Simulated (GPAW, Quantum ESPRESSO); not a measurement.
A GPAW input for a self-consistent single point of LiZn (Fd-3m, 4 atoms in the cell) (DFT PBEsol, plane waves, GPAW PAW datasets PBEsol (made by gpaw-setup)):

```python
from ase import Atoms
from ase.units import GPa
from gpaw import GPAW, PW

atoms = Atoms(['Li', 'Li', 'Zn', 'Zn'],
              cell=[[0.000000, 3.031825, 3.031825],
                    [3.031825, 0.000000, 3.031825],
                    [3.031825, 3.031825, 0.000000]],
              scaled_positions=[[0.250000, 0.250000, 0.250000],
                                [0.000000, 0.000000, 0.000000],
                                [0.750000, 0.750000, 0.750000],
                                [0.500000, 0.500000, 0.500000]],
              pbc=True)

calc = GPAW(mode=PW(850),
            xc='PBEsol',
            kpts={'size': (8, 8, 8), 'gamma': True},
            occupations={'name': 'methfessel-paxton', 'width': 0.05, 'order': 0},
            nbands=-12,
            convergence={'forces': 0.001},
            symmetry={'symmorphic': False, 'tolerance': 0.0005},
            maxiter=100)

atoms.calc = calc

energy = atoms.get_potential_energy()
print('Energy (eV):', round(energy, 6))
forces = atoms.get_forces()
print('Forces (eV/Ang):')
print(forces.round(5))
stress = atoms.get_stress()
print('Stress (GPa, Voigt):', (stress / GPa).round(4))
```

**Question.** Give the Quantum ESPRESSO input for the same structure, mesh, smearing and functional.

**Answer.** This is the input that was run; spellings and numerical settings could be chosen otherwise.

```fortran
&control
 calculation = 'scf'
 prefix = 'scf'
 outdir = './out'
 pseudo_dir = './'
 tprnfor = .true.
 tstress = .true.
/
&system
 ibrav = 0
 nat = 4
 ntyp = 2
 ecutwfc = 85
 occupations = 'smearing'
 smearing = 'gaussian'
 degauss = 0.0036749
/
&electrons
 conv_thr = 1.0e-11
 mixing_beta = 0.3
/
ATOMIC_SPECIES
Li     6.9400  Li.upf
Zn    65.3800  Zn.upf
CELL_PARAMETERS angstrom
   0.0000000000     3.0318250000     3.0318250000
   3.0318250000     0.0000000000     3.0318250000
   3.0318250000     3.0318250000     0.0000000000
ATOMIC_POSITIONS crystal
Li    0.2500000000    0.2500000000    0.2500000000
Li    0.0000000000    0.0000000000    0.0000000000
Zn    0.7500000000    0.7500000000    0.7500000000
Zn    0.5000000000    0.5000000000    0.5000000000
K_POINTS automatic
8 8 8  0 0 0
```

Basis, cutoffs, solver keys and any potentials are the target program's own. This input uses DFT, PBEsol, plane waves, PseudoDojo standard norm-conserving (PBESOL) pseudopotentials. Both were run: pressure -0.19 GPa in GPAW and -0.41 in Quantum ESPRESSO.

On GPAW: the starting cell comes from a database of computed structures (which also holds hypothetical and non-ambient phases and stackings), without a prior relaxation at this level.

On Quantum ESPRESSO: the starting cell comes from a database of computed structures (which also holds hypothetical and non-ambient phases and stackings), without a prior relaxation at this level.
